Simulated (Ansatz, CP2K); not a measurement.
An Ansatz (a quantum-chemistry and plane-wave program) input for a self-consistent single point of F2 (C2/c, 4 atoms in the cell) (DFT, PBEsol, plane waves, default PAW files made with PBE):

Ansatz 0.2 input:
```yaml
crystal:
  lattice:
    - [2.505194, -1.552344, 0.000000]
    - [2.505194, 1.552344, 0.000000]
    - [-0.550867, 0.000000, 6.465754]
  atoms:
    - { symbol: F, position: [0.595830, 0.915330, 0.597960] }
    - { symbol: F, position: [0.404170, 0.084670, 0.402040] }
    - { symbol: F, position: [0.084670, 0.404170, 0.902040] }
    - { symbol: F, position: [0.915330, 0.595830, 0.097960] }
kpoints:
  mp_grid:
    grid: [10, 10, 4]
hamiltonian:
  xc: pbesol
  pseudopotentials:
    kind: paw
scf:
  occupations:
    method: fixed
output:
  forces: true
  eigenvalues: true
  stress: true
```

### Question
Give the CP2K input for the same structure, mesh, smearing and functional.

### Answer
One input that does it (others would too):

```
&GLOBAL
  PROJECT calc
  RUN_TYPE ENERGY_FORCE
  PRINT_LEVEL LOW
&END GLOBAL
&FORCE_EVAL
  METHOD Quickstep
  STRESS_TENSOR ANALYTICAL
  &DFT
    BASIS_SET_FILE_NAME BASIS_MOLOPT
    POTENTIAL_FILE_NAME GTH_POTENTIALS
    &QS
      METHOD GPW
      EPS_DEFAULT 1E-10
    &END QS
    &MGRID
      CUTOFF 550
      REL_CUTOFF 50
      NGRIDS 5
    &END MGRID
    &SCF
      SCF_GUESS ATOMIC
      EPS_SCF 1E-6
      MAX_SCF 100
      ADDED_MOS 6
      &DIAGONALIZATION
        ALGORITHM STANDARD
      &END DIAGONALIZATION
      &MIXING
        METHOD BROYDEN_MIXING
        ALPHA 0.2
        NBUFFER 10
        BETA 1.5
      &END MIXING
    &END SCF
    &KPOINTS
      SCHEME MACDONALD 10 10 4 0.05 0.05 0.125
    &END KPOINTS
    &XC
      &XC_FUNCTIONAL
        &PBE
          PARAMETRIZATION PBESOL
        &END PBE
      &END XC_FUNCTIONAL
    &END XC
    &PRINT
      &MO
        EIGENVALUES T
        OCCUPATION_NUMBERS T
        NDIGITS 8
        FILENAME mo
        &EACH
          QS_SCF 0
        &END EACH
        ADD_LAST NUMERIC
      &END MO
      &MULLIKEN OFF
      &END MULLIKEN
    &END PRINT
  &END DFT
  &SUBSYS
    &CELL
      A 2.94716300 0.00000000 0.00000000
      B 1.31184600 2.63909600 0.00000000
      C -0.46825700 -0.29015500 6.46575400
      PERIODIC XYZ
    &END CELL
    &COORD
      SCALED
      F        0.59583000     0.91533000     0.59796000
      F        0.40417000     0.08467000     0.40204000
      F        0.08467000     0.40417000     0.90204000
      F        0.91533000     0.59583000     0.09796000
    &END COORD
    &KIND F
      BASIS_SET DZVP-MOLOPT-SR-GTH
      POTENTIAL GTH-PBE-q7
    &END KIND
  &END SUBSYS
  &PRINT
    &FORCES ON
    &END FORCES
    &STRESS_TENSOR ON
    &END STRESS_TENSOR
  &END PRINT
&END FORCE_EVAL
```

Basis settings and potentials, where a program has them, do not carry over. This input uses DFT PBEsol, GPW, DZVP-MOLOPT-SR-GTH basis, GTH-PBE potentials (GTH_POTENTIALS).

The starting cell comes from a database of computed structures (which also holds hypothetical and non-ambient phases and stackings), without a prior relaxation at this level. For this run, on top of that: lattice scaled by 0.98.
